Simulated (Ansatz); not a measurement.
Consider the following.

```
BeBiO3
1.0
    4.16497    -2.85493     0.00000
    4.16497     2.85493     0.00000
   -2.70447     0.00000     5.25962
Be Bi O
2 2 6
Direct
  0.83268   0.83268   0.33528
  0.16732   0.16732   0.66472
  0.00000   0.00000   0.00000
  0.50000   0.50000   0.50000
  0.33423   0.88451   0.76848
  0.66577   0.11549   0.23152
  0.11549   0.66577   0.23152
  0.88451   0.33423   0.76848
  0.75975   0.75975   0.53002
  0.24025   0.24025   0.46998
```

No spin polarisation.

All numbers come from PBEsol, PAW, 420 eV (Ansatz, an electronic-structure program; without spin-orbit coupling). Settings: 7×7×6 k-points, 0.05 eV Fermi–Dirac smearing.

### Question
Estimate the smallest direct gap.

### Answer
0.88 eV.

### Question
What band gap does the calculation give?

### Answer
0.80 eV.

With Bi present, leaving out spin-orbit coupling can change the band edges. Stability against distortions was not tested. The cell was made from BaBiO3 by this change: Ba → Be; the result is a hypothetical phase, not in the database extracts checked.
